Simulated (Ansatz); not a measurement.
Start from Os in the hcp (Mg type) structure (space group P6_3/mmc, No. 194; a = 2.754 Å, c = 4.347 Å; relaxed with 0.1 eV smearing). Axes: x lies along a and z along c of the hexagonal cell.

The values are results of PBE (Ansatz, a quantum-chemistry and plane-wave program), no spin-orbit coupling, not measurements.

One thing is altered: the cell is stretched by 2.00 % along x with no lateral relaxation, atoms relaxed at fixed cell.

Task: Predict the stress tensor and what it implies for the stiffness.

Result: Stress of the strained cell less that of the base (GPa, compression positive):
```
  -13.2     0.0     0.0
    0.0    -4.1     0.0
    0.0     0.0    -4.2
```

Then −Δσ_ii/ε with ε = 0.0200 gives secant stiffness values (nonlinear terms included at this strain): C11 ≈ 661 GPa, C12 ≈ 207 GPa and C13 ≈ 209 GPa.

As a check, the harmonic strain energy −½ V₀ Δσ:ε is 12 meV/atom; the computed energy rise is 12 meV/atom.

Stability against distortions was not tested. The final runs are not spin-polarised.
